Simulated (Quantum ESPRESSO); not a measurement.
**How a calculation on MgCd₃ (P6_3/mmc, 8 atoms in the cell) responds to its settings**

```
CELL_PARAMETERS angstrom
      6.33171     0.00000     0.00000
     -3.16586     5.48342     0.00000
      0.00000     0.00000     4.85447
ATOMIC_POSITIONS crystal
  Mg 0.66667 0.33333 0.75000
  Mg 0.33333 0.66667 0.25000
  Cd 0.66598 0.83299 0.75000
  Cd 0.33402 0.16701 0.25000
  Cd 0.83299 0.66598 0.25000
  Cd 0.16701 0.33402 0.75000
  Cd 0.16701 0.83299 0.75000
  Cd 0.83299 0.16701 0.25000
```

Base run A: PBEsol, GBRV 1.5 ultrasoft (PBESOL) pseudopotentials (Quantum ESPRESSO), self-consistent single point.

Its settings: ecutwfc = 40 Ry; ecutrho = 200 Ry; occupations = smearing; smearing = marzari-vanderbilt; degauss = 0.0036749 Ry; potentials = {Mg: mg_pbesol_v1.4.uspp.F.UPF, Cd: cd_pbesol_v1.uspp.F.UPF}; K_POINTS = automatic 4 4 5 0 0 0; conv_thr = 1e-09 Ry; mixing_beta = 0.7.

The starting cell comes from a database of computed structures (which also holds hypothetical and non-ambient phases and stackings), without a prior relaxation at this level.

ΔF is the free energy per atom less that of run A. 

Run A gave: pressure (GPa) -1.71; largest force (eV/Å) 0.027.

Runs:
- B: lattice scaled by 0.97
- C: lattice scaled by 0.97; ecutwfc: 40 Ry → 24 Ry; ecutrho: 200 Ry → 120 Ry
- D: lattice scaled by 0.985
- E: lattice scaled by 0.985; ecutwfc: 40 Ry → 24 Ry; ecutrho: 200 Ry → 120 Ry
- F: lattice scaled by 1.015
- G: lattice scaled by 1.015; ecutwfc: 40 Ry → 24 Ry; ecutrho: 200 Ry → 120 Ry
- H: lattice scaled by 1.03
- I: lattice scaled by 1.03; ecutwfc: 40 Ry → 24 Ry; ecutrho: 200 Ry → 120 Ry
- J: ecutwfc: 40 Ry → 24 Ry; ecutrho: 200 Ry → 120 Ry

### Question
What does run F change against A?

### Answer
The free energy rises by 14.1 meV/atom, the pressure goes from -1.71 to -3.66 GPa and the largest force goes from 0.027 to 0.041 eV/Å.

### Question
What does run J change against A?

### Answer
The free energy goes up by 546 meV/atom, the pressure goes from -1.71 to -30.44 GPa and the largest force goes from 0.027 to 0.031 eV/Å.

### Question
What does run I change against A?

### Answer
The free energy rises by 589 meV/atom, the pressure goes from -1.71 to -31.60 GPa and the largest force goes from 0.027 to 0.044 eV/Å.

| run | ΔF (meV/atom) | pressure (GPa) | largest force (eV/Å) |
|---|---|---|---|
| A | 0.00 | -1.71 | 0.027 |
| B | 14.7 | 4.10 | 0.015 |
| C | 564.4 | -27.53 | 0.015 |
| D | -0.97 | 0.78 | 0.005 |
| E | 544.7 | -29.23 | 0.008 |
| F | 14.1 | -3.66 | 0.041 |
| G | 565.2 | -31.35 | 0.044 |
| H | 39.5 | -5.18 | 0.044 |
| I | 589.0 | -31.60 | 0.044 |
| J | 546.4 | -30.44 | 0.031 |
